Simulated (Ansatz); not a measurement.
# LaTiO$_{3}$ in the cubic perovskite structure (space group Pm-3m, No. 221)

```xyz
5
Lattice="3.9057 0.0000 0.0000 0.0000 3.9057 0.0000 0.0000 0.0000 3.9057" Properties=species:S:1:pos:R:3 pbc="T T T"
La     0.0000     0.0000     0.0000
Ti     1.9528     1.9528     1.9528
O      0.0000     1.9528     1.9528
O      1.9528     0.0000     1.9528
O      1.9528     1.9528     0.0000
```

Calculations: Ansatz (a first-principles code) PBEsol, scalar-relativistic without spin-orbit coupling. Γ-centred 12×12×12 mesh, Fermi–Dirac width 0.05 eV.

```yaml
volume_per_atom: 11.92 Å³
density: 6.54 g/cm³
band_gap: zero
total_energy: -2065.299 eV/atom (σ→0; compares only within this code and set-up)
```

Whether these cells are dynamically stable was not tested. No Hubbard U is applied, and correlation can decide whether such a compound is a metal. All final runs are without spin polarisation. An odd electron count without spin: LaTiO3. Many cubic perovskites are stable only at high temperature; tilts and polar distortions were not tested.
